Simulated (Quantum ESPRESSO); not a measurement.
Troubleshooting Quantum ESPRESSO: a failed run on Ga₇Ni₃ (Im-3m, 20 atoms in the cell). The aim is a self-consistent single point with DFT, LDA (PZ), plane waves, GBRV 1.5 ultrasoft (LDA) pseudopotentials.

Cell that was meant: a = 7.2426 Å, b = 7.2426 Å, c = 7.2426 Å, α = 109.47°, β = 109.47°, γ = 109.47°.

Part of the input:

```fortran
 ecutrho = 400
 occupations = 'smearing'
 smearing = 'mp'
/
&electrons
 conv_thr = 1.0d-9
 mixing_beta = 0.4
```

Output, abridged:

```
 %%%%%%%%%%%%%%%%%%%%%%%%%%%%%%%%%%%%%%%%%%%%%%%%%%%%%%%%%%%%%%%%%%%%%%%%%%%%%%
     Error in routine  set_occupations (1):
      smearing requires a value for gaussian broadening (degauss)
 %%%%%%%%%%%%%%%%%%%%%%%%%%%%%%%%%%%%%%%%%%%%%%%%%%%%%%%%%%%%%%%%%%%%%%%%%%%%%%

     stopping ...
```

Task: From the messages shown, name the fault and mend the input.

Result: The fault is smearing without a width. A smearing function needs a non-zero width. To fix it, give the width. The program stopped before any SCF iteration.

The sound input it was made from differs as follows (other fixes are possible):
```diff
+ degauss = 0.0073499
```

With that input, the run converged in 15 iterations: free energy E − TS -107067.8505 eV; Fermi level (on the code's own zero) 13.86 eV; pressure -4.90 GPa; largest force (vector length) 0.047 eV/Å (DFT, LDA (PZ), plane waves, GBRV 1.5 ultrasoft (LDA) pseudopotentials).

On the sound input: the starting cell comes from a database of computed structures (which also holds hypothetical and non-ambient phases and stackings), without a prior relaxation at this level. Spin polarisation is off. With a pressure of about -5 GPa the cell is away from its equilibrium volume at this level.
